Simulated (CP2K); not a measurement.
Worked example: self-consistent single point of BaCdSbF (P4/nmm, 8 atoms in the cell) in CP2K

Method of the run: PBEsol, GPW, DZVP-MOLOPT-SR-GTH basis, GTH-PBE potentials (GTH_POTENTIALS) in CP2K.

Input:

```
&GLOBAL
  PROJECT bacdsbf
  RUN_TYPE ENERGY_FORCE
  PRINT_LEVEL MEDIUM
&END GLOBAL
&FORCE_EVAL
  METHOD Quickstep
  STRESS_TENSOR ANALYTICAL
  &DFT
    BASIS_SET_FILE_NAME BASIS_MOLOPT
    POTENTIAL_FILE_NAME GTH_POTENTIALS
    &QS
      METHOD GPW
      EPS_DEFAULT 1E-10
    &END QS
    &MGRID
      CUTOFF 550
      REL_CUTOFF 40
      NGRIDS 5
    &END MGRID
    &SCF
      SCF_GUESS ATOMIC
      EPS_SCF 1E-7
      MAX_SCF 100
      ADDED_MOS 12
      &DIAGONALIZATION
        ALGORITHM STANDARD
      &END DIAGONALIZATION
      &MIXING
        METHOD BROYDEN_MIXING
        ALPHA 0.3
        NBUFFER 12
        BETA 1.5
      &END MIXING
      &SMEAR ON
        METHOD FERMI_DIRAC
        ELECTRONIC_TEMPERATURE [K] 116.05
      &END SMEAR
    &END SCF
    &KPOINTS
      SCHEME MONKHORST-PACK 3 3 2
      GAMMA_CENTERED T
    &END KPOINTS
    &XC
      &XC_FUNCTIONAL
        &PBE
          PARAMETRIZATION PBESOL
        &END PBE
      &END XC_FUNCTIONAL
    &END XC
    &PRINT
      &MO
        EIGENVALUES T
        OCCUPATION_NUMBERS T
        NDIGITS 8
        FILENAME mo
        &EACH
          QS_SCF 0
        &END EACH
        ADD_LAST NUMERIC
      &END MO
      &MULLIKEN ON
      &END MULLIKEN
    &END PRINT
  &END DFT
  &SUBSYS
    &CELL
      A 4.63263000 0.00000000 0.00000000
      B 0.00000000 4.63263000 0.00000000
      C 0.00000000 0.00000000 9.80636000
      PERIODIC XYZ
    &END CELL
    &COORD
      Ba       0.00000000     2.31631500     6.28087552
      Ba       2.31631500     0.00000000     3.52548448
      Cd       2.31631500     2.31631500     0.00000000
      Cd       0.00000000     0.00000000     0.00000000
      Sb       0.00000000     2.31631500     1.81035212
      Sb       2.31631500     0.00000000     7.99600788
      F        2.31631500     2.31631500     4.90318000
      F        0.00000000     0.00000000     4.90318000
    &END COORD
    &KIND Ba
      BASIS_SET DZVP-MOLOPT-SR-GTH
      POTENTIAL GTH-PBE-q10
    &END KIND
    &KIND Cd
      BASIS_SET DZVP-MOLOPT-SR-GTH
      POTENTIAL GTH-PBE-q12
    &END KIND
    &KIND Sb
      BASIS_SET DZVP-MOLOPT-SR-GTH
      POTENTIAL GTH-PBE-q5
    &END KIND
    &KIND F
      BASIS_SET DZVP-MOLOPT-SR-GTH
      POTENTIAL GTH-PBE-q7
    &END KIND
  &END SUBSYS
  &PRINT
    &FORCES ON
    &END FORCES
    &STRESS_TENSOR ON
    &END STRESS_TENSOR
  &END PRINT
&END FORCE_EVAL
```

The program printed (abridged):

```
 GLOBAL| Method name                                                        CP2K
 GLOBAL| Project name                                                    bacdsbf
 GLOBAL| Run type                                                   ENERGY_FORCE

 CELL| Volume [angstrom^3]:                                           210.456849
 CELL| Vector a [angstrom]:       4.633     0.000     0.000   |a| =     4.632630
 CELL| Vector b [angstrom]:       0.000     4.633     0.000   |b| =     4.632630
 CELL| Vector c [angstrom]:       0.000     0.000     9.806   |c| =     9.806360
 CELL| Angle (b,c), alpha [degree]:                                    90.000000
 CELL| Angle (a,c), beta  [degree]:                                    90.000000
 CELL| Angle (a,b), gamma [degree]:                                    90.000000
 CELL| Numerically orthorhombic:                                             YES
 CELL| Periodicity                                                           XYZ

 DFT| Spin restricted Kohn-Sham (RKS) calculation                            RKS
 DFT| Multiplicity                                                             1
 DFT| Number of spin states                                                    1
 DFT| Charge                                                                   0
 DFT| XC density smoothing                                                  NONE
 DFT| XC derivatives                                                          PW

 QS| Method:                                                                 GPW
 QS| Density plane wave grid type                        NON-SPHERICAL FULLSPACE
 QS| Number of grid levels:                                                    5
 QS| Density cutoff [a.u.]:                                                275.0
 QS| Multi grid cutoff [a.u.]: 1) grid level                               275.0
   [... lines left out ...]
 BRILLOUIN| Wavefunction type                                            COMPLEX
 BRILLOUIN| List of Kpoints [2 Pi/Bohr]                                       10
 BRILLOUIN| Number           Weight            X              Y              Z
 BRILLOUIN|     1           0.11111       -0.33333       -0.33333        0.00000
 BRILLOUIN|     2           0.11111       -0.33333       -0.33333        0.50000
 BRILLOUIN|     3           0.11111       -0.33333        0.00000        0.00000
   [... 7 lines left out ...]
 *******************************************************************************

 Extrapolation method: initial_guess

 Re-scaling the density matrix to get the right number of electrons
                  # Electrons              Trace(P)               Scaling factor
                           68                68.000                        1.000

 Number of electrons:                                                         68
 Number of occupied orbitals:                                                 34
 Number of molecular orbitals:                                                46

 Number of orbital functions:                                                130
 Number of independent orbital functions:                                    130
 SCF WAVEFUNCTION OPTIMIZATION

  Step     Update method      Time    Convergence         Total energy    Change
     1 NoMix/Diag. 0.30E+00      -     2.20263701      -202.9840055123 -2.03E+02
     2 Broy./Diag. 0.30E+00      -     0.04415301      -200.8870341450  2.10E+00
     3 Broy./Diag. 0.30E+00      -     0.06423039      -202.2646674134 -1.38E+00
     4 Broy./Diag. 0.30E+00      -     0.05921635      -202.7490025924 -4.84E-01
     5 Broy./Diag. 0.30E+00      -     0.02954381      -202.1858524589  5.63E-01
     6 Broy./Diag. 0.30E+00      -     0.01112116      -202.4235272089 -2.38E-01
     7 Broy./Diag. 0.30E+00      -     0.00520888      -202.4935830930 -7.01E-02
   [... 12 lines left out ...]
    20 Broy./Diag. 0.30E+00      -     0.00000095      -202.5535150417  1.17E-05
    21 Broy./Diag. 0.30E+00      -     0.00000046      -202.5535123523  2.69E-06
    22 Broy./Diag. 0.30E+00      -     0.00000012      -202.5535128776 -5.25E-07
    23 Broy./Diag. 0.30E+00      -     0.00000023      -202.5535134289 -5.51E-07
    24 Broy./Diag. 0.30E+00      -     0.00000004      -202.5535136435 -2.15E-07
  *** SCF run converged in    24 steps ***

  Electronic density on regular grids:        -67.9999999987        0.0000000013
  Core density on regular grids:               67.9999999906       -0.0000000094
  Total charge density on r-space grids:       -0.0000000081
  Total charge density g-space grids:          -0.0000000081

  Overlap energy of the core charge distribution:               0.00000000049050
  Self energy of the core charge distribution:               -404.72584720472207
  Core Hamiltonian energy:                                    109.39638636810621
  Hartree energy:                                             125.29523651211946
  Exchange-correlation energy:                                -32.51928488043476
  Electronic entropic energy:                                  -0.00000443904163
  Fermi energy:                                                 0.23060098257392

  Total energy:                                              -202.55351364348965
  Total energy (extrapolated to T->0):                       -202.55351142396884

                     Mulliken Population Analysis

 #  Atom  Element  Kind  Atomic population                           Net charge
       1     Ba       1          8.776681                              1.223319
       2     Ba       1          8.776680                              1.223320
       3     Cd       2         12.504006                             -0.504006
       4     Cd       2         12.504008                             -0.504008
       5     Sb       3          5.048107                             -0.048107
       6     Sb       3          5.048102                             -0.048102
       7     F        4          7.671208                             -0.671208
       8     F        4          7.671208                             -0.671208
 # Total charge                             68.000000                 -0.000000

 ENERGY| Total FORCE_EVAL ( QS ) energy [hartree]           -202.553513617773262

 FORCES| Atomic forces [hartree/bohr]
 FORCES|   Atom     x               y               z               |f|
 FORCES|      1  7.20571426E-12 -9.03718913E-12  1.91375760E-03   1.91375760E-03
 FORCES|      2 -4.42365481E-12  4.51307400E-12 -1.91376341E-03   1.91376341E-03
 FORCES|      3 -2.17721462E-11 -2.96017455E-11 -1.47150614E-08   1.47151073E-08
 FORCES|      4  6.86631986E-11  3.23838782E-11 -1.08967050E-08   1.08969695E-08
 FORCES|      5  1.63665837E-11  9.50912196E-12  6.88985569E-03   6.88985569E-03
 FORCES|      6 -1.90363024E-11 -7.45780318E-12 -6.88985106E-03   6.88985106E-03
 FORCES|      7 -1.81447608E-10 -2.42423199E-10 -1.96857900E-06   1.96857902E-06
 FORCES|      8  3.76216032E-10  4.09891481E-10  2.27927879E-06   2.27927885E-06
 FORCES| Sum     2.41771817E-10  1.67777618E-10  2.83895032E-07
 FORCES| Total atomic force                                       2.83895184E-07

 STRESS| Analytical stress tensor [bar]
 STRESS|                        x                   y                   z
 STRESS|      x       -1.59384281304E+03   8.28603527127E-05   7.46641338264E-05
 STRESS|      y        8.28603527127E-05  -1.59384756295E+03  -8.81044431253E-05
 STRESS|      z        7.46641338264E-05  -8.81044431253E-05  -4.21042791354E+03
 STRESS| 1/3 Trace                                            -2.46603942984E+03
```

The run converged in 24 iterations.

The starting cell comes from a database of computed structures (which also holds hypothetical and non-ambient phases and stackings), without a prior relaxation at this level. Values carry the incompleteness of an atom-centred basis. The potentials were made for another functional than the one used.

Cost on one core of a shared machine: roughly 60 s.
